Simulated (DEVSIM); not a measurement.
abrupt GaP p-n junction

System: abrupt GaP p-n junction, at 300 K.

```tsv
layer (left to right)	material	thickness (μm)	Nd (cm⁻³)	Na (cm⁻³)	τn (s)	τp (s)
1	GaP	0.300	-	2.4e17	1.1e-7	1.1e-7
2	GaP	20.0	1.2e15	-	1.1e-7	3.3e-9
```

Left contact: ohmic. Right contact: ohmic. Voltage is applied to the left contact. Recombination: SRH at mid-gap, radiative, Auger. Mobility is constant in doping.

The device is made up for the run: typed textbook-type constants, with dimensions and the other settings drawn at random. Values at 300 K.

| parameter | GaP |
|---|---|
| gap (eV) | 2.26 |
| affinity (eV) | 3.8 |
| permittivity | 11.1 |
| Nc (cm⁻³) | 1.8e19 |
| Nv (cm⁻³) | 1.9e19 |
| μn (cm²/Vs) | 250 |
| μp (cm²/Vs) | 150 |
| B (cm³/s) | 1e-13 |
| Cn (cm⁶/s) | 1e-30 |
| Cp (cm⁶/s) | 1e-30 |

DEVSIM, 1D drift-diffusion, Boltzmann statistics, complete ionisation; no tunnelling, impact ionisation, image-force lowering or self-heating.

| Property | Result |
|---|---|
| Potential step across the device at zero bias | 1.898 V |
| Largest field in the device at zero bias | 35000 V/cm |
| Dark forward voltage at 1 A/cm² | 1.774 V |
| Dark forward voltage at 100 A/cm² | 2.459 V |

Small-signal capacitance in reverse bias (quasi-static):

```
V (V)  C (nF/cm²)
-----  ----------
-0.04        7.10
-0.1         6.99
-0.2         6.82
-0.3         6.65
-0.4         6.50
-0.6         6.22
-0.8         5.98
-1           5.76
-1.3         5.48
-1.6         5.23
-2           4.95
```

Dark forward current:

```csv
V (V),J (A/cm²)
0.50,7.0e-13
0.75,1.0e-10
0.85,7.4e-10
0.95,5.5e-9
1.05,4.1e-8
1.15,3.2e-7
1.25,2.5e-6
1.30,7.2e-6
1.40,6.6e-5
1.50,0.00084
1.60,0.017
1.70,0.29
1.80,1.4
1.90,3.9
2.00,9.5
2.10,20
2.20,36
2.30,57
2.40,83
2.50,110
2.60,150
2.65,170
2.75,210
2.85,250
2.95,300
3.05,350
3.15,400
3.25,460
```
